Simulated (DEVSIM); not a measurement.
Device: GaN p-n junction from an implanted or diffused profile, at 300 K.

| layer (left to right) | material | thickness (μm) | Nd (cm⁻³) | τn (s) | τp (s) |
|---|---|---|---|---|---|
| 1 | GaN | 1.80 | 8e14 | 1.3e-8 | 1.3e-8 |

Added acceptor profile: 3.8e18 cm⁻³ × exp(−(x − 0 μm)²/(2·(0.028 μm)²)). Left contact: ohmic. Right contact: ohmic. Voltage is applied to the left contact. Recombination: SRH at mid-gap, Auger. Mobility is constant in doping.

Constants are typed, rounded textbook-type inputs, not results; the design itself was drawn at random and stands for no fabricated device. Values at 300 K.

```
parameter         GaN
-------------  ------
gap (eV)         3.43
affinity (eV)     4.1
permittivity      9.5
Nc (cm⁻³)      2.3e18
Nv (cm⁻³)      4.6e19
μn (cm²/Vs)      1200
μp (cm²/Vs)       100
Cn (cm⁶/s)      1e-30
Cp (cm⁶/s)      1e-30
```

Model (solved in DEVSIM): 1D drift-diffusion, Boltzmann statistics, complete ionisation; no tunnelling, impact ionisation, image-force lowering or self-heating.

**Question.** Tabulate band edges, carrier densities and field at zero bias.

**Answer.** Energies count from the Fermi level of the right contact; mesh points crowd at the junctions.

| x (μm) | Ec (eV) | Ev (eV) | n (cm⁻³) | p (cm⁻³) | field (V/cm) |
|---|---|---|---|---|---|
| 0.000 | 3.365 | -0.064 | < 1e2 | 3.8e18 | -650 |
| 0.01220 | 3.363 | -0.067 | < 1e2 | 3.4e18 | -4000 |
| 0.02590 | 3.354 | -0.076 | < 1e2 | 2.5e18 | -8600 |
| 0.03902 | 3.340 | -0.090 | < 1e2 | 1.4e18 | -13000 |
| 0.05768 | 3.309 | -0.121 | < 1e2 | 4.3e17 | -20000 |
| 0.07112 | 3.278 | -0.152 | < 1e2 | 1.3e17 | -26000 |
| 0.08400 | 3.243 | -0.187 | < 1e2 | 3.3e16 | -29000 |
| 0.1030 | 3.185 | -0.245 | < 1e2 | 3.6e15 | -30000 |
| 0.1165 | 3.144 | -0.286 | < 1e2 | 7.3e14 | -30000 |
| 0.1308 | 3.101 | -0.329 | < 1e2 | 1.4e14 | -30000 |
| 0.1519 | 3.038 | -0.392 | < 1e2 | 1.2e13 | -30000 |
| 0.2111 | 2.865 | -0.565 | < 1e2 | 1.5e10 | -29000 |
| 0.2916 | 2.638 | -0.792 | < 1e2 | 2300000 | -28000 |
| 0.4318 | 2.266 | -1.164 | < 1e2 | < 1e2 | -25000 |
| 0.8248 | 1.383 | -2.047 | < 1e2 | < 1e2 | -19000 |
| 1.178 | 0.791 | -2.639 | 120000 | < 1e2 | -14000 |
| 1.439 | 0.475 | -2.955 | 2.4e10 | < 1e2 | -10000 |
| 1.585 | 0.343 | -3.087 | 3.9e12 | < 1e2 | -7900 |
| 1.703 | 0.261 | -3.169 | 9.6e13 | < 1e2 | -6200 |
| 1.749 | 0.234 | -3.196 | 2.7e14 | < 1e2 | -5600 |
| 1.778 | 0.218 | -3.212 | 5.0e14 | < 1e2 | -5400 |
| 1.800 | 0.206 | -3.224 | 8.0e14 | < 1e2 | -5300 |
